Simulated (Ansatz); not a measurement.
The starting structures come from a database of crystals and need not be the phases stable at ambient conditions.

 Where the default PAW files enter, the runs use the earlier of Ansatz's two default sets.

Input:

```
Zr3N4
1.0
    6.77517     0.00000     0.00000
    0.00000     6.77517     0.00000
    3.38759    -3.38759     3.38759
Zr N
6 8
Cartesian
  1.69379   0.00000   0.84690
  5.08138   0.00000   2.54069
  3.38759   4.23448   1.69379
  6.77517   2.54069   1.69379
  9.31586   1.69379   3.38758
  7.62207  -1.69379   3.38758
  4.63991   2.13526   2.13526
  7.21664   0.44147   2.94611
  5.52285  -2.13526   2.13526
  2.94611  -0.44147   2.94611
  2.13526   2.13526   1.25232
  6.33370   0.44147   0.44147
  1.25232   4.63991   1.25232
  3.82906  -0.44147   0.44147
```

Space group of this cell: I-43d. The cell is taken as given; by PBEsol its mean pressure is -5.5 GPa.

Method: PBEsol (plane waves, PAW; Ansatz, an electronic-structure program).

The current runs along the normal of the first two printed vectors; no spin-orbit coupling. Scaled by the factor s: both lengths across the current (ions clamped). Meshes 10×10×10 and 6×6 across the current in all rows.

```json
[
 {"s": "0.98", "mean pressure (GPa)": "5.8", "band gap (eV)": "0.52"},
 {"s": "1.00", "mean pressure (GPa)": "-5.5", "band gap (eV)": "0.62"},
 {"s": "1.02", "mean pressure (GPa)": "-14.6", "band gap (eV)": "?"}
]
```

Question: Take the slope of the band gap against ln s from the two given rows, extrapolate to s = 1.02, and say what the run there gives.

Answer: Slope = (0.52 − 0.62) / ln 0.98 = 4.95 eV. The line gives 0.62 + (4.95) × ln 1.02 = 0.72 eV. The run gives 0.55 eV, 0.17 eV under the line, 171 % of the predicted step.
